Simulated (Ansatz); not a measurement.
Start from MgSe in the rock salt structure (space group Fm-3m, No. 225; a = 5.450 Å).

One thing is altered: a negative pressure, −1 GPa.

Levels (all Ansatz, a program for electronic structure, PAW): PBEsol (420 eV, scalar-relativistic without spin-orbit coupling); r2SCAN (500 eV, no spin-orbit coupling); HSE06 (420 eV, no spin-orbit coupling).

At the geometry relaxed with PBEsol, these levels gave the following band gaps, in shuffled order: (a) 2.65 eV, (b) 2.47 eV, (c) 1.75 eV.

### Question
Match each gap to its level.

### Answer
(a) HSE06; (b) r2SCAN; (c) PBEsol.

Single points use the geometry relaxed with PBEsol. The hybrid gap comes from the SCF mesh plus the semilocal run's edge points and a few special points and is an upper bound. Load acts through the strain it causes; cell and atoms are relaxed under it. Stability against distortions was not tested.
